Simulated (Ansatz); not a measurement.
Phonon-limited resistivity of Mo3Ge (Pm-3n) against temperature in μΩ·cm, PBEsol, DFPT electron-phonon coupling, linearised Boltzmann equation (Ansatz, a quantum-chemistry and plane-wave program), harmonic crystal at a fixed cell.

| T | ρ |
|---|---|
| 50 K | 0.32 |
| 77 K | 1.54 |
| 100 K | 3.0 |
| 150 K | ___ |
| 200 K | ___ |
| 250 K | 13.1 |
| 273 K | 14.6 |
| 300 K | 16.2 |
| 350 K | 19.2 |
| 400 K | 22 |
| 500 K | 28 |
| 600 K | 34 |
| 800 K | 45 |

Question: Complete the blanks.

Answer: 
- 150 K, ρ: 6.5
- 200 K, ρ: 9.9

A metal at this level (no band gap). Only scattering by harmonic phonons is included (no impurities, grain boundaries, electron-electron scattering or thermal expansion). Spin-orbit coupling is left out. Halving the electron mesh (20x20x20) moves the resistivity by up to 14 %. Smearing 0.20 eV; phonons on a 3x3x3 q mesh, which this run doesn't test and which matters most at low temperature.

Computed structure with no diffraction record at hand here (it may be known, metastable or hypothetical): Mo3Ge (Pm-3n).
